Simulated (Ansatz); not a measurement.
Band structure of MgTiCoS4 (C2/m, 14 atoms in the cell).

```xyz
14
Lattice="6.0056 -3.5407 0.0000 6.0056 3.5407 0.0000 -3.9752 0.0000 5.6619" Properties=species:S:1:pos:R:3 pbc="T T T"
Mg     2.0074     0.0000     3.5294
Mg     6.0286     0.0000     2.1325
Ti    -1.9876     0.0000     2.8309
Ti     0.0000     0.0000     0.0000
Co     3.0028     1.7703     0.0000
Co     3.0028    -1.7703     0.0000
S      3.1782     1.8859     4.3564
S      4.8578    -1.8859     1.3055
S      4.8578     1.8859     1.3055
S      3.1782    -1.8859     4.3564
S      5.9353     0.0000     4.5072
S      2.1007     0.0000     1.1547
S      8.2279     0.0000     1.2409
S     -0.1918     0.0000     4.4210
```
Moments meant for the start (each program seeds them in its own way; μB, in the order of the atoms Mg Mg Ti Ti Co Co S S S S S S S S): 0.0 0.0 1.0 1.0 3.0 3.0 0.0 0.0 0.0 0.0 0.0 0.0 0.0 0.0.

Computed with PBEsol, default PAW files made with PBE (plane waves; Ansatz, a program for electronic structure).

Settings: basis.ecutwfc = 30.9 Ry; kpoints.mp_grid.grid = 5 5 5; hamiltonian.xc = pbesol; hamiltonian.pseudopotentials = {kind: paw} (the program's default PAW files); magnetization.spin_polarized = true; scf.occupations.method = gaussian; scf.occupations.width = 0.0147 Ry; kpoints.band_path.npoints = 16.

The starting cell comes from a database of computed structures (which also holds hypothetical and non-ambient phases and stackings), without a prior relaxation at this level. Its lattice was rescaled by a random factor within 2.5 % of one. The moments shrank to a small part of their start, a low-spin state that need not be the lowest.

Levels in eV from the Fermi level, bands 61 to 68 of the first spin channel:
```tsv
point	61	62	63	64	65	66	67	68
Γ	-1.11	-0.93	-0.41	-0.19	-0.11	-0.11	0.42	1.18
Y	-1.10	-0.93	-0.40	-0.19	-0.11	-0.10	0.42	1.18
F	-1.03	-0.91	-0.32	0.03	0.23	0.64	0.69	0.73
H	-1.03	-0.91	-0.32	0.03	0.22	0.63	0.69	0.72
Z	-1.03	-0.91	-0.32	0.03	0.23	0.65	0.69	0.72
I	-1.03	-0.91	-0.32	0.03	0.24	0.64	0.70	0.72
F1	-1.03	-0.91	-0.32	0.03	0.23	0.64	0.69	0.73
```

Bands cross the Fermi level along this path, so the cell is metallic at this level.

The net moment of the cell came out as 1.43 μB.

Keys are those of Ansatz 0.2.
